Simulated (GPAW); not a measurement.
Worked example: self-consistent single point of Cd3Te (I4/mmm, 4 atoms in the cell) in GPAW.

Level of theory: PBEsol, GPAW PAW datasets PBEsol (made by gpaw-setup) (plane waves; GPAW).

```
Cd3Te
1.0
   -2.26263     2.26263     5.11413
    2.26263    -2.26263     5.11413
    2.26263     2.26263    -5.11413
Cd Te
3 1
Direct
  0.75000   0.25000   0.50000
  0.25000   0.75000   0.50000
  0.50000   0.50000   0.00000
  0.00000   0.00000   0.00000
```

Reference input (self-consistent single point, DFT PBEsol, plane waves, GPAW PAW datasets PBEsol (made by gpaw-setup)): mode = pw; ecut = 550 eV; xc = PBEsol; kpts = 6 6 6; mesh shift (steps) = 0 0 0; occupations.name = methfessel-paxton; occupations.width = 0.05 eV; occupations.order = 0; nbands = -12; convergence.density = 1e-05 e/electron; convergence.energy = 1e-05 eV/electron; symmetry.symmorphic = false. This run's input differs from it in these lines:

```diff
@@ -14,3 +14,3 @@
 
-calc = GPAW(mode=PW(550),
+calc = GPAW(mode=PW(960),
             xc='PBEsol',
```

Output (repeated stretches shortened):

```
     iter     time        total  log10-change:
                         energy   eigst   dens
iter:   1 --:--:--    -7.460022
iter:   2 --:--:--    -7.414207   -2.01  -1.45
iter:   3 --:--:--    -7.260559   -2.15  -1.49
iter:   4 --:--:--    -7.278607   -2.65  -1.69
iter:   5 --:--:--    -7.249146   -3.44  -1.87
iter:   6 --:--:--    -7.248544   -5.03  -2.66
iter:   7 --:--:--    -7.244240   -3.92  -2.72
iter:   8 --:--:--    -7.244142   -4.82  -3.15
iter:   9 --:--:--    -7.244185c  -5.93  -3.36
iter:  10 --:--:--    -7.244104c  -5.19  -3.30
iter:  11 --:--:--    -7.244128c  -5.86  -3.79
iter:  12 --:--:--    -7.244082c  -5.98  -4.18
iter:  13 --:--:--    -7.244077c  -7.08  -4.27
iter:  14 --:--:--    -7.244076c  -8.15c -4.41
iter:  15 --:--:--    -7.244077c  -8.17c -4.45
iter:  16 --:--:--    -7.244077c  -8.90c -5.06c
Converged after 16 iterations.

Dipole moment: (0.000000, -0.000000, -0.000000) |e|*Ang

Energy contributions relative to reference atoms: (reference = -641018.839627)

Kinetic:        +14.956918
Potential:      -12.244737
External:        +0.000000
XC:             -10.351985
Entropy (-ST):   -0.000836
Local:           +0.396145
SIC:             +0.000000
--------------------------
Free energy:     -7.244495
Extrapolated:    -7.244077

Showing only first 2 kpts
 Kpt  Band  Eigenvalues  Occupancy
  0    19      4.06483    2.00000
  0    20      5.81339    2.00000
  0    21      7.77999    0.00000
  0    22      7.78000    0.00000

  1    19      4.34115    2.00000
  1    20      5.76056    2.00000
  1    21      6.07811    2.00000
  1    22      6.92265    0.00000

Fermi level: 6.30734

No gap
No difference between direct/indirect transitions
Energy (eV): -7.244077

Forces in eV/Ang:
  0 Cd    0.00000   -0.00000    0.00000
  1 Cd    0.00000    0.00000    0.00000
  2 Cd   -0.00000    0.00000   -0.00000
  3 Te    0.00000    0.00000   -0.00000

Stress tensor:
     0.029421     0.000000     0.000000
     0.000000     0.029421     0.000000
     0.000000     0.000000     0.017279
Stress (GPa, Voigt): [4.7138 4.7138 2.7683 0.     0.     0.    ]
```

The run converged in 16 iterations. GPAW prints stress with tension positive. Against the reference run the free energy drops by 1.4 meV/atom and the pressure goes from -4.17 to -4.07 GPa.

The starting cell comes from a database of computed structures (which also holds hypothetical and non-ambient phases and stackings), without a prior relaxation at this level. The run gives no clean gap (levels at the Fermi energy touch, overlap or are partly filled at this smearing), which alone does not show that the compound is a metal.

Cost on one core of a shared machine: roughly 4 min.
